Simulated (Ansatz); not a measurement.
Some atoms of an NVE trajectory of composition SiNi, cell Si24Ni24, first heated far above this temperature, then brought to it [in the run: it was liquid; mean temperature 1428 K (target 1370 K); density 5.30 g/cm³; mean pressure -0.7 GPa against a target of 0]; time step 2.0 fs, velocity Verlet. Computed with PBE (plane waves, PAW; Ansatz, a quantum-chemistry and plane-wave program). On the run's last frame a denser k-mesh moved the forces by 0.021 eV/Å rms, the static pressure by -0.01 GPa and the free energy by -2 meV/atom, which is about how far such values are converged.

| atom | mass (u) | x y z (Å) | v (Å/fs) | F (eV/Å) |
|---|---|---|---|---|
| Ni1 | 58.693 | 4.55468 6.44308 10.22874 | 0.006052 0.002680 0.006918 | -0.2542 -0.1889 -0.6550 |
| Ni4 | 58.693 | 8.63239 -1.65161 2.75918 | 0.001302 0.001045 -0.004550 | -0.9683 0.0982 0.4306 |
| Ni11 | 58.693 | -3.57766 3.97411 1.82811 | -0.000202 -0.004923 -0.007490 | 0.6467 -0.4329 -0.1954 |
| Ni18 | 58.693 | 5.03551 2.56618 6.44186 | -0.001900 -0.003014 0.008835 | -0.1659 -1.1024 -0.7702 |
| Ni19 | 58.693 | 1.15234 6.23109 -0.78328 | -0.004110 -0.001895 0.002305 | 0.7554 1.7190 -0.8337 |
| Si28 | 28.085 | 3.86989 -0.18546 0.51551 | 0.005942 -0.012751 -0.000597 | 1.7493 -0.8726 -0.8728 |
| Si39 | 28.085 | 6.83323 3.12074 4.55095 | 0.011206 -0.004031 0.003940 | -0.7640 -1.1805 -0.0073 |
| Si41 | 28.085 | -3.10106 8.92969 6.03388 | 0.004282 -0.005465 0.002617 | -0.3861 -1.0662 0.2453 |

Problem. Give their positions one step later.

Solution. x' = x + vΔt + FΔt²/(2m), with 1 eV/(Å·u) = 0.0096485 Å/fs².
| atom | x' y' z' (Å) |
|---|---|
| Ni1 | 4.56670 6.44837 10.24236 |
| Ni4 | 8.63467 -1.64949 2.75022 |
| Ni11 | -3.57786 3.96412 1.81306 |
| Ni18 | 5.03165 2.55979 6.45928 |
| Ni19 | 1.14437 6.22786 -0.77894 |
| Si28 | 3.88298 -0.21156 0.51372 |
| Si39 | 6.85512 3.11186 4.55883 |
| Si41 | -3.09276 8.91802 6.03928 |
